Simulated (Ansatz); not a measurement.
Start from BN in the wurtzite structure (space group P6_3mc, No. 186; a = 2.5410 Å, c = 4.2033 Å).

The values are results of Ansatz (an electronic-structure program) PBEsol, scalar-relativistic without spin-orbit coupling, not measurements.

Before the change:

Shortest interatomic distance: 1.559 Å
Smallest direct gap: 8.21 eV
Density: 3.51 g/cm³
Band gap: 4.96 eV

The change: hydrostatic tension (pressure −2 GPa).

**Question.** Estimate the effect on the shortest interatomic distance, smallest direct gap, density and band gap.

**Answer.** The shortest interatomic distance goes up by 0.003 Å (1.559 Å → 1.562 Å); the smallest direct gap falls by 0.02 eV (8.21 eV → 8.19 eV); the density decreases by 0.02 g/cm³ (3.51 g/cm³ → 3.49 g/cm³); the band gap rises by 0.011 eV to 4.98 eV.

Load acts through the strain it causes; cell and atoms are relaxed under it. Stability against distortions was not tested.
